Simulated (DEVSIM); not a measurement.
System: Al/Si3N4/SiO2/p-Si capacitor, at 300 K.

Layer 1 from the left is Si3N4, thickness (nm) 21.0. Layer 2 from the left is SiO2, thickness (nm) 0.590. Layer 3 from the left is Si, thickness (nm) 17000, Na (cm⁻³) 1.1e15.

Metal gate on the left, work function 4.1 eV. Fixed charge at the semiconductor interface 1.6e12 cm⁻² (in units of +e); no interface traps.

Constants are typed, rounded textbook-type inputs, not results; the design itself was drawn at random and stands for no fabricated device. Values at 300 K.

Si3N4: gap (eV) 5.1, affinity (eV) 2.1, permittivity 7.5. SiO2: gap (eV) 9, affinity (eV) 0.9, permittivity 3.9. Si: gap (eV) 1.124, affinity (eV) 4.05, permittivity 11.7, Nc (cm⁻³) 2.86e19, Nv (cm⁻³) 3.1e19.

Estimate by hand the flat-band voltage, the threshold voltage, and compare with a numerical solution.


- Flat-band voltage: C = 0.300 μF/cm², work-function difference -0.809 V; VFB = φms − qNf/C = -1.66 V; numerical -1.66 V.
- Threshold voltage: φF = 0.298 V, depletion charge √(4εqNφF) = 1.48e-8 C/cm²; VT = VFB + 2φF + Qd/C = -1.02 V; numerical -1.02 V.

Model (solved in DEVSIM): 1D Poisson equation in equilibrium, Boltzmann statistics, complete ionisation; no quantum confinement or tunnelling. Metal contacts follow the ideal Schottky-Mott rule: no Fermi-level pinning, no interface dipoles.
